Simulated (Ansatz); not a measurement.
Consider Si$_{3}$N$_{4}$ (space group P6_3/m, No. 176; a = 7.625 Å, c = 2.910 Å). Axes: x lies along a and z along c of the hexagonal cell.

Level of theory: PBEsol (Ansatz, a quantum-chemistry and plane-wave program, PAW, scalar-relativistic without spin-orbit coupling).

Strains are applied to the cell and any free atomic positions relax; under biaxial strain the out-of-plane vector relaxes too; under stress the whole cell relaxes.

One change was made to it. Results:

```tsv
quantity	base	after
gap character	indirect, Γ–A (33 % along) → Γ	indirect, Γ–A (33 % along) → Γ
band gap	4.19 eV	3.82 eV
```

**Question.** Name the change that was made.
A) biaxial strain +1.59 %, plane normal [001], relaxed out of plane
B) uniaxial stress, 8 GPa tension along z
C) biaxial strain +0.77 %, plane normal [001], relaxed out of plane

**Answer.** B, uniaxial stress, 8 GPa tension along z. For comparison, the band gap in the other runs: biaxial strain +1.59 %, plane normal [001], relaxed out of plane gives 4.24 eV; biaxial strain +0.77 %, plane normal [001], relaxed out of plane gives 4.32 eV.

Beyond what the load breaks, stability against distortions was not tested.
